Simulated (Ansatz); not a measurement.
The starting structures come from a database of crystals and need not be the phases stable at ambient conditions.

 Where the default PAW files enter, the runs use the earlier of Ansatz's two default sets.

Given:

```
In2O3
1.0
    5.51621     0.00000     0.00000
    0.00000    14.59106     0.00000
    2.75811     4.86369     1.59239
In O
4 6
Cartesian
  0.00000   5.21076   0.00000
  0.00000   9.38030   0.00000
  0.00000   2.08477   0.00000
  0.00000  12.50629   0.00000
  4.69845  18.23883   1.41641
  3.57587   1.21592   0.17598
  1.94034   8.51145   0.17598
  6.33398  10.94330   1.41641
  1.63553   3.64777   0.00000
  6.63879  15.80698   1.59239
```

Space group of this cell: R-3c, corundum. The cell is taken as given; by r2SCAN its mean pressure is -0.8 GPa.

Transport runs along the normal of the first two printed cell vectors, the (100) plane of the conventional cell.

The gap is the functional's own, uncorrected, and κ follows it; spin-orbit coupling is left out. Mid-gap values are interpolated between the computed energies.

Question: Predict the band gap and the smallest decay constant κ at mid-gap from r2SCAN run with Ansatz (an electronic-structure program).

Answer: Gap 1.76 eV on a 18×18×18 mesh; κ = 0.168 1/Å, at the zone centre.
